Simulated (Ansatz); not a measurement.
# A computed series for TiAl: element substitutions

Start from TiAl in the CsCl type structure (space group Pm-3m, No. 221; a cell from a computed database, its experimental status unchecked).

```xyz
2
Lattice="3.1562 0.0000 0.0000 0.0000 3.1562 0.0000 0.0000 0.0000 3.1562" Properties=species:S:1:pos:R:3 pbc="T T T"
Ti     0.0000     0.0000     0.0000
Al     1.5781     1.5781     1.5781
```

Each row replaces one element on all its sites; cell and atoms are relaxed.

Level of theory: Kohn–Sham DFT with the PBEsol functional, run in Ansatz (an electronic-structure program) with PAW and 420 eV plane waves, no spin-orbit coupling.

```tsv
change	density	shortest interatomic distance
base	3.95 g/cm³	2.733 Å
Ti → Sn	5.56 g/cm³	3.046 Å
Al → Si	4.32 g/cm³	2.666 Å
Al → Na	2.78 g/cm³	3.019 Å
```

Stability against distortions was not tested. As relaxed here, AlSn, TiSi and NaTi are hypothetical phases, not in the database extracts checked. All final runs are without spin polarisation. An odd electron count without spin: AlSn, TiAl and NaTi. TiAl, TiSi and NaTi have a high density of states at the Fermi level and may be magnetic at this level.
